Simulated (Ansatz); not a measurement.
Consider InSb in the zinc blende structure (space group F-43m, No. 216).

```
CELL_PARAMETERS angstrom
      0.00000     3.31757     3.31757
      3.31757     0.00000     3.31757
      3.31757     3.31757     0.00000
ATOMIC_POSITIONS crystal
  In 0.00000 0.00000 0.00000
  Sb 0.25000 0.25000 0.25000
```

Computed with PBE in Ansatz (plane waves to 420 eV, PAW, spin-orbit coupling left out).

Base values:

```
Quantity               Value
-------------------  -------
Lattice parameter a  6.635 Å
Band gap                zero
Gap character         absent
```

Perturbation: a hydrostatic pressure of 22.5 GPa.

**Question.** Estimate the effect on the lattice parameter a, hole mass, band gap and gap character.

**Answer.** The lattice parameter a falls by 0.629 Å (6.635 Å → 6.006 Å); the hole mass (degenerate bands, along [100]) amounts to 0.062, 0.21, 0.21 mₑ (at Γ); the band gap becomes 0.81 eV (base: zero); the gap character goes from absent to indirect, Γ → a point along ⟨100⟩, about 0.9 Å⁻¹ from Γ.

With Sb present, leaving out spin-orbit coupling can change the band edges. Load acts through the strain it causes; cell and atoms are relaxed under it. Masses are band curvatures over ±0.01 Å⁻¹ around the edge. Whether these cells are dynamically stable was not tested. Tetrahedral semiconductors of this kind turn to denser phases somewhere between about 1 and 50 GPa; those were not computed, so compressed cells here can lie past the real transition. All final runs are without spin polarisation. A zero or small gap of InSb can be the functional's error rather than a property of the material.

Ansatz is a program for electronic structure.
